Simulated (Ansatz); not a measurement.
## SmIn3 (Pm-3m, No. 221)

Computed with LDA in Ansatz (PAW).

Run with plane-wave cutoff 500 eV, 12×12×12 k mesh, Fermi–Dirac smearing 0.1 eV, spin-polarised start, scalar-relativistic PAW data made under PBE.

Cell: relaxed at this level.

```json
{
  "equilibrium_volume_per_atom": "23.88 Å³/atom",
  "lattice_constant_a": "4.571 Å",
  "band_gap": "zero (no gap)"
}
```

Note: the magnetic order was assumed, not searched for or taken from measurement; the 4f shell is treated without U or exact exchange, so its levels and filling can be wrong.

Spin–orbit coupling is not included.

The computed numbers hold no vibrational or temperature effects.

Ansatz is a first-principles code.
